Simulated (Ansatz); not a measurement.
Band structure of Sc3SnB (Pm-3m, 5 atoms in the cell).

```
Sc3SnB
1.0
    4.66421     0.00000     0.00000
    0.00000     4.66421     0.00000
    0.00000     0.00000     4.66421
Sc Sn B
3 1 1
Direct
  0.50000   0.00000   0.50000
  0.00000   0.50000   0.50000
  0.50000   0.50000   0.00000
  0.00000   0.00000   0.00000
  0.50000   0.50000   0.50000
```

Method of the run: LDA (PW92), PAW files made with PBE (plane waves; Ansatz, an electronic-structure program).

Settings: kpoints.mp_grid.grid = 6 6 6; hamiltonian.xc = lda; hamiltonian.pseudopotentials = {kind: paw} (the program's default PAW files); scf.occupations.method = fermi_dirac; scf.occupations.width = 0.1 eV; kpoints.band_path.npoints = 8.

The starting cell comes from a database of computed structures (which also holds hypothetical and non-ambient phases and stackings), without a prior relaxation at this level. Its lattice was rescaled by a random factor within 2.5 % of one.

Levels in eV from the Fermi level, bands 22 to 29:
```tsv
point	22	23	24	25	26	27	28	29
Γ	-0.83	-0.52	-0.52	0.00	0.00	0.00	2.34	2.34
X	-1.06	-1.06	-0.55	-0.55	0.37	0.52	1.51	1.79
M	-1.15	-1.08	-0.96	-0.96	1.24	1.24	1.55	1.55
R	-2.77	-1.74	-1.74	-1.74	1.41	1.41	1.41	1.55
```

Bands cross the Fermi level along this path, so the cell is metallic at this level.

Keys are those of Ansatz 0.2.
